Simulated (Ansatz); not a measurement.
Start from NaF in the rock salt structure (space group Fm-3m, No. 225; a = 4.701 Å).

Computed with PBE/PAW in Ansatz (a program for electronic structure), spin-orbit coupling left out.

One change was made to it. Results:

```json
[
 {"quantity": "volume per atom", "base": "12.99 Å³", "after": "11.45 Å³"},
 {"quantity": "band gap", "base": "6.09 eV", "after": "6.79 eV"},
 {"quantity": "gap character", "base": "direct at Γ", "after": "direct at Γ"},
 {"quantity": "width of the top valence band", "base": "0.53 eV", "after": "0.64 eV"}
]
```

Question: What was done to the base?
A) pressure 0.7 GPa
B) pressure 3 GPa
C) pressure 0.3 GPa
D) pressure 7.5 GPa
E) pressure −1 GPa

Answer: D, pressure 7.5 GPa. For comparison, the band gap in the other runs: pressure 0.3 GPa gives 6.12 eV; pressure −1 GPa gives 5.97 eV; pressure 0.7 GPa gives 6.17 eV; pressure 3 GPa gives 6.40 eV.

Load acts through the strain it causes; cell and atoms are relaxed under it. Whether these cells are dynamically stable was not tested. No other phases were tried under pressure.
